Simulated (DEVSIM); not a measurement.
Structure: abrupt Si n-p junction, at 300 K.

Layer 1 from the left is Si, thickness (μm) 25.0, Nd (cm⁻³) 6.1e17, τn (s) 1.2e-5, τp (s) 1.2e-5. Layer 2 from the left is Si, thickness (μm) 140, Na (cm⁻³) 4.4e16, τn (s) 3.6e-7, τp (s) 1.2e-5.

Left contact: ohmic. Right contact: ohmic. Voltage is applied to the left contact. Recombination: SRH at mid-gap. Mobility is constant in doping.

The device is made up for the run: typed textbook-type constants, with dimensions and the other settings drawn at random. Values at 300 K.

Si: gap (eV) 1.124, affinity (eV) 4.05, permittivity 11.7, Nc (cm⁻³) 2.86e19, Nv (cm⁻³) 3.1e19, μn (cm²/Vs) 1417, μp (cm²/Vs) 470.

DEVSIM, 1D drift-diffusion, Boltzmann statistics, complete ionisation; no tunnelling, impact ionisation, image-force lowering or self-heating.

Q: What does the simulation give for the potential step across the device at zero bias, the largest field in the device at zero bias, the dark forward voltage at 100 A/cm², the dark forward voltage at 1 A/cm²?

A: potential step across the device at zero bias 0.855 V; largest field in the device at zero bias 100000 V/cm; dark forward voltage at 100 A/cm² 0.886 V; dark forward voltage at 1 A/cm² 0.684 V.
